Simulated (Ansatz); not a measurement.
**BN: pressure series**

Start from BN in the zinc blende structure (space group F-43m, No. 216).

```cif
data_B4N4
_chemical_formula_sum 'N4 B4'
_space_group_name_H-M_alt 'F-43m'
_space_group_IT_number 216
_space_group_name_Hall 'F -4 2 3'
_cell_length_a 3.62409
_cell_length_b 3.62409
_cell_length_c 3.62409
_cell_angle_alpha 90.000
_cell_angle_beta 90.000
_cell_angle_gamma 90.000
loop_
_atom_site_label
_atom_site_type_symbol
_atom_site_symmetry_multiplicity
_atom_site_Wyckoff_symbol
_atom_site_fract_x
_atom_site_fract_y
_atom_site_fract_z
_atom_site_occupancy
N1 N 4 c 0.25000 0.25000 0.25000 1
B1 B 4 a 0.00000 0.00000 0.00000 1
```
(The calculation used a cell of 2 atoms; values per cell refer to that cell.)

Cell and atoms are relaxed at each pressure.

Calculations: PBE, PAW, 420 eV (Ansatz, a quantum-chemistry and plane-wave program; spin-orbit coupling left out), earlier PAW set.

Candidates:
(a) pressure 30 GPa
(b) pressure 45 GPa
(c) pressure 9 GPa

For the base:

* **Smallest direct gap**: 8.79 eV

Q: Order them by smallest direct gap, lowest first.

A: (c) pressure 9 GPa (8.90 eV), (a) pressure 30 GPa (9.13 eV), (b) pressure 45 GPa (9.27 eV)

Load acts through the strain it causes; cell and atoms are relaxed under it. Whether these cells are dynamically stable was not tested. Competing high-pressure phases were not computed.
